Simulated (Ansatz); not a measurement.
Start from Cu₃N (space group Pm-3m, No. 221; a = 3.827 Å). Axes: x, y, z lie along the cube axes.

The values are results of PBE/PAW in Ansatz (a program for electronic structure), no spin-orbit coupling, not measurements.

It is then changed as follows: the cell is scaled by 1.0060 in all directions, atoms relaxed at fixed cell.

### Question
Predict the stress tensor and what it implies for the stiffness.

### Answer
Stress of the strained cell less that of the base (GPa, compression positive):
```
  -2.00    0.00    0.00
   0.00   -2.00    0.00
   0.00    0.00   -2.00
```

Then B = −ΔP/(ΔV/V₀) with ΔV/V₀ = 0.0181 gives secant stiffness values (nonlinear terms included at this strain): B ≈ 111 GPa.

Whether these cells are dynamically stable was not tested. All final runs are without spin polarisation.
